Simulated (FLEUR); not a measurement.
A self-consistent single point of Ti6O (P-31m, 7 atoms in the cell) with FLEUR.

Method: LDA (Perdew-Zunger), all-electron FLAPW (FLEUR), scalar-relativistic valence run with FLEUR.

```xyz
7
Lattice="5.1048 0.0000 0.0000 -2.5524 4.4209 0.0000 0.0000 0.0000 4.7306" Properties=species:S:1:pos:R:3 pbc="T T T"
Ti     1.7072     2.9569     1.2334
Ti     0.8452     1.4639     3.4972
Ti     1.6904     0.0000     1.2334
Ti     3.4144     0.0000     3.4972
Ti    -0.8452     1.4639     1.2334
Ti    -1.7072     2.9569     3.4972
O      0.0000     0.0000     0.0000
```

Reference input (self-consistent single point, DFT, PBEsol, all-electron FLAPW (FLEUR), scalar-relativistic valence): Kmax = 4.5 1/bohr; GmaxXC = 18 1/bohr; xcFunctional = PBEs; jspins = 1; l_soc = F; mode = gauss; fermiSmearingEnergy = 0.00183747 Htr; mesh (inpgen div1-3) = 5 5 5; inpgen gamma flag = false; Gmax = 18 1/bohr; numbands = 0; maxIterBroyd = 15. This run's input differs from it in these lines:

```diff
@@ -19,3 +19,3 @@
 &comp jspins=1 /
-&exco xctyp='PBEs' /
+&exco xctyp='pz' /
 &kpt div1=5 div2=5 div3=5 /
@@ -32,3 +32,3 @@
       <coreElectrons ctail="T" frcor="F" kcrel="0" coretail_lmax="0"/>
-      <xcFunctional name="PBEs" relativisticCorrections="F"/>
+      <xcFunctional name="pz" relativisticCorrections="F"/>
       <magnetism jspins="1"/>
```

The program printed (abridged):

```
 Iteration:     1   Distance:      13.01218943 me/bohr^3
 Iteration:     2   Distance:      11.01398044 me/bohr^3
 Iteration:     3   Distance:       5.06213900 me/bohr^3
 Iteration:     4   Distance:       5.85855427 me/bohr^3
 Iteration:     5   Distance:       2.26437522 me/bohr^3
   [... 11 lines left out ...]
 Iteration:    17   Distance:       0.00008775 me/bohr^3
 Iteration:    18   Distance:       0.00003389 me/bohr^3
 Iteration:    19   Distance:       0.00001376 me/bohr^3
 Iteration:    20   Distance:       0.00000369 me/bohr^3
 Reset of history
 Run finished successfully
 Stop message:
   Structural relaxation: new displacements generated

[file out, last iteration]
             iter=     21
[...]
          total density-effective poten   -8.2413198040E+03
          total charge density-energy d   -2.5009803600E+02
 Updated energy parameters for spin:           1
[...]
 fermi energy and band-weighting factors:

[...]
FERMIE:
          first approx. to ef    (T=0)  :   0.368797 htr   (energy of the highest occ. eigenvalue)
          number of occ. states  (T=0)  :        741
          first approx. to seigv (T=0)  : -43.460654 htr
          sum of weights of occ. states :  39.088000
          sum of semicore charge        :   0.000000 e
          fermi energy=   0.36780 har   work function= -10.00832 ev
          number of valence electrons=  78.00000
   [... lines left out ...]
          total moment                 =     0.00000
 Direct bandgap for spin            1 :    7.3169672014423703E-003  Htr
 ---->    free energy=                     -5186.9740621165 htr
   [... lines left out ...]
      extrapolation for T->0
 ---->    total electron energy=           -5186.9740621165 htr
 ***** TOTAL FORCES ON ATOMS *****
 TOTAL FORCE FOR ATOM TYPE=  1  X= -1.597   Y= -2.766   Z=  2.331
                       FX_TOT= 0.001669 FY_TOT= 0.002890 FZ_TOT=-0.002174
 TOTAL FORCE FOR ATOM TYPE=  2  X=  0.000   Y=  0.000   Z=  0.000
                       FX_TOT= 0.000000 FY_TOT= 0.000000 FZ_TOT= 0.000000
```

The run converged in 20 iterations. FLEUR gives forces in its relaxation mode, with a further iteration, so its stop message speaks of a relaxation. Against the reference run the largest force goes from 0.106 to 0.205 eV/Å.

The starting cell comes from a database of computed structures (which also holds hypothetical and non-ambient phases and stackings), without a prior relaxation at this level. Spin polarisation is off, so a magnetic state, if there is one, cannot be reached. Values depend on the basis (sphere radii, cutoffs, local orbitals), which need not be converged. The log's line on a gap gives a spacing of levels on this mesh, which the program prints for metals too.

Cost on one core of a shared machine: roughly 4 min.
